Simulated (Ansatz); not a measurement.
Results of r²SCAN+rVV10 (Ansatz, a first-principles code, PAW) for SiO2 (model structure, started from the cotunnite type, Cmce, No. 64, 12 atoms in the cell).

Run with plane-wave cutoff 560 eV, 8×12×6 k mesh (along the axes of the cell as run), Fermi–Dirac smearing 0.01 eV, scalar-relativistic PAW data made under PBE.

Cell (relaxed at this level):

```yaml
crystal:
  lattice:
    - [4.62085, 0.00000, 0.00000]
    - [0.00000, 2.67264, 0.00000]
    - [0.00000, 0.00000, 9.17036]
  atoms:
    - { symbol: Si, position: [0.75000, 0.25000, 0.50000] }
    - { symbol: Si, position: [0.25000, 0.25000, 0.00000] }
    - { symbol: Si, position: [0.25000, 0.75000, 0.50000] }
    - { symbol: Si, position: [0.75000, 0.75000, 0.00000] }
    - { symbol: O, position: [0.58337, 0.25000, 0.90158] }
    - { symbol: O, position: [0.08337, 0.25000, 0.59842] }
    - { symbol: O, position: [0.41663, 0.75000, 0.09842] }
    - { symbol: O, position: [0.91663, 0.75000, 0.40158] }
    - { symbol: O, position: [0.41663, 0.25000, 0.40158] }
    - { symbol: O, position: [0.91663, 0.25000, 0.09842] }
    - { symbol: O, position: [0.58337, 0.75000, 0.59842] }
    - { symbol: O, position: [0.08337, 0.75000, 0.90158] }
```

Problem. Estimate the band gap and smallest direct gap on the k points sampled that the calculation returns.

Solution. 
- band gap: 7.19 eV (indirect)
- smallest direct gap on the k points sampled: 7.52 eV

Note: the relaxation could raise the start's symmetry but not lower it, so the cell can be a saddle point.

Computed values are for the static lattice.

The result took about 2.6 core-minutes (a rough figure).

A model structure was made by putting elements into a prototype or built by hand; it is no filed structure, need not be a known phase, and can be a saddle point held by its symmetry.
